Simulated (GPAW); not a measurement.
# GPAW run on RbCl (Fm-3m, 2 atoms in the cell): self-consistent single point

Method: PBE, GPAW PAW datasets PBE (gpaw-data 1.0.1) (plane waves; GPAW 25.7.0).

Input:

```python
from ase import Atoms
from ase.units import GPa
from gpaw import GPAW

atoms = Atoms(['Rb', 'Cl'],
              cell=[[0.000000, 3.273550, 3.273550],
                    [3.273550, 0.000000, 3.273550],
                    [3.273550, 3.273550, 0.000000]],
              positions=[[0.000000, 0.000000, 0.000000],
                         [3.273550, 3.273550, 3.273550]],
              pbc=True)

calc = GPAW(mode={'name': 'pw', 'ecut': 550},
            xc='PBE',
            kpts=(5, 5, 5),
            occupations={'name': 'fermi-dirac', 'width': 0.01},
            nbands=-8,
            convergence={'density': 1e-05, 'energy': 1e-05, 'bands': -6},
            symmetry={'symmorphic': False, 'tolerance': 0.0005},
            maxiter=120)

atoms.calc = calc

energy = atoms.get_potential_energy()
print('Energy (eV):', round(energy, 6))
forces = atoms.get_forces()
print('Forces (eV/Ang):')
print(forces.round(5))
stress = atoms.get_stress()
print('Stress (GPa, Voigt):', (stress / GPa).round(4))
```

Output (repeated stretches shortened):

```
Input parameters:
  convergence: {bands: -6,
                density: 1e-05,
                energy: 1e-05}
  kpts: [5 5 5]
  maxiter: 120
  mode: {ecut: 550,
         name: pw}
  nbands: -8
  occupations: {name: fermi-dirac,
                width: 0.01}
  symmetry: {symmorphic: False,
             tolerance: 0.0005}
  xc: PBE

species:
  Rb:
    name: Rubidium
    Z: 37.0
    valence: 9
    core: 28
    charge: 0.0
    file: Rb.PBE.gz

    # Using partial waves for Rb as LCAO basis

  Cl:
    name: Chlorine
    Z: 17.0
    valence: 7
    core: 10
    charge: 0.0
    file: Cl.PBE.gz

    # Using partial waves for Cl as LCAO basis

Reference energy: -93658.301819  # eV

Spin-paired calculation

Convergence criteria:
 Maximum [total energy] change in last 3 cyles: 1e-05 eV / valence electron
 Maximum integral of absolute [dens]ity change: 1e-05 electrons / valence electron
 Maximum integral of absolute [eigenst]ate change: 4e-08 eV^2 / valence electron
 Maximum number of scf [iter]ations: 120

Symmetries present (total): 48
Symmetries with fractional translations: 0
125 k-points: 5 x 5 x 5 Monkhorst-Pack grid
10 k-points in the irreducible part of the Brillouin zone
       k-points in crystal coordinates                weights
   0:     0.00000000    0.00000000    0.00000000          1/125
   1:     0.20000000    0.20000000    0.00000000          6/125
   2:     0.20000000    0.20000000    0.20000000          8/125
   [... 7 lines left out ...]

Wave functions: Plane wave expansion
  Cutoff energy: 550.000 eV
  Number of coefficients (min, max): 2037, 2085
  Pulay-stress correction: 0.000000 eV/Ang^3 (de/decut=0.000000)

Occupation numbers: Fermi-Dirac:
  width: 0.0100  # eV

Eigensolver

Densities:
  Coarse grid: 27*27*27 grid
  Fine grid: 54*54*54 grid
  Total Charge: 0.000000

Density mixing:
  Method: separate
  Backend: pulay
  Linear mixing parameter: 0.05
  old densities: 5
  Damping of long wavelength oscillations: 50

Hamiltonian:
  XC and Coulomb potentials evaluated on a 54*54*54 grid
  External potential:
    NoExternalPotential

XC parameters: PBE with 2 nearest neighbor stencil

Number of atoms: 2
Number of atomic orbitals: 9
Number of bands in calculation: 16
Number of valence electrons: 16
Bands to converge: 10

Density initialized from atomic densities
  9 bands from LCAO basis set
  7 bands from random numbers

Atomic positions and initial magnetic moments

Positions:
   0 Rb     0.000000    0.000000    0.000000    ( 0.0000,  0.0000,  0.0000)
   1 Cl     3.273550    3.273550    3.273550    ( 0.0000,  0.0000,  0.0000)

Unit cell:
           periodic     x           y           z      points  spacing
  1. axis:    yes    0.000000    3.273550    3.273550    27     0.1400
  2. axis:    yes    3.273550    0.000000    3.273550    27     0.1400
  3. axis:    yes    3.273550    3.273550    0.000000    27     0.1400

  Lengths:   4.629499   4.629499   4.629499
  Angles:   60.000000  60.000000  60.000000

Effective grid spacing dv^(1/3) = 0.1528

     iter     time        total  log10-change:
                         energy   eigst   dens
iter:   1 --:--:--    -6.822306   +1.24
iter:   2 --:--:--    -6.773470   +0.08  -1.26
iter:   3 --:--:--    -6.594344   -0.84  -1.30
iter:   4 --:--:--    -6.601738   -1.91  -1.55
iter:   5 --:--:--    -6.608388   -2.12  -1.60
iter:   6 --:--:--    -6.607675   -3.30  -2.50
iter:   7 --:--:--    -6.609057   -3.60  -2.60
iter:   8 --:--:--    -6.607886   -4.27  -2.50
iter:   9 --:--:--    -6.607807   -4.34  -2.97
iter:  10 --:--:--    -6.607786c  -5.09  -3.04
iter:  11 --:--:--    -6.607785c  -6.41  -3.97
iter:  12 --:--:--    -6.607785c  -7.32  -4.25
iter:  13 --:--:--    -6.607785c  -8.35c -4.25
iter:  14 --:--:--    -6.607786c  -8.41c -4.26
iter:  15 --:--:--    -6.607786c  -7.31  -4.32
iter:  16 --:--:--    -6.607786c  -7.81c -4.58
iter:  17 --:--:--    -6.607786c  -7.75c -4.84
iter:  18 --:--:--    -6.607786c  -8.96c -4.96
iter:  19 --:--:--    -6.607786c  -9.44c -5.00
iter:  20 --:--:--    -6.607786c -10.04c -4.99
iter:  21 --:--:--    -6.607786c -10.10c -5.00c

Converged after 21 iterations.

Dipole moment: (-0.000000, 0.000000, 0.000000) |e|*Ang

Energy contributions relative to reference atoms: (reference = -93658.301819)

Kinetic:         +9.302305
Potential:       -8.685910
External:        +0.000000
XC:              -7.204031
Entropy (-ST):   -0.000000
Local:           -0.020150
SIC:             +0.000000
--------------------------
Free energy:     -6.607786
Extrapolated:    -6.607786

Showing only first 2 kpts
 Kpt  Band  Eigenvalues  Occupancy
  0     6     -0.13933    2.00000
  0     7     -0.13933    2.00000
  0     8      4.91205    0.00000
  0     9      7.85565    0.00000

  1     6     -0.19116    2.00000
  1     7     -0.19116    2.00000
  1     8      5.89312    0.00000
  1     9      7.01470    0.00000

Fermi level: 1.64921

Gap: 5.051 eV
Transition (v -> c):
  (s=0, k=0, n=7, [0.00, 0.00, 0.00]) -> (s=0, k=0, n=8, [0.00, 0.00, 0.00])
No difference between direct/indirect transitions
Energy (eV): -6.607786

Forces in eV/Ang:
  0 Rb   -0.00000    0.00000    0.00000
  1 Cl    0.00000   -0.00000   -0.00000

Stress tensor:
    -0.006987    -0.000000     0.000000
    -0.000000    -0.006987    -0.000000
     0.000000    -0.000000    -0.006987
Stress (GPa, Voigt): [-1.1194 -1.1194 -1.1194 -0.      0.     -0.    ]
```

The run converged in 21 iterations. GPAW prints stress with tension positive.

The starting cell has typed, rounded lattice constants, without a prior relaxation at this level. Its lattice was rescaled by up to half a per cent.
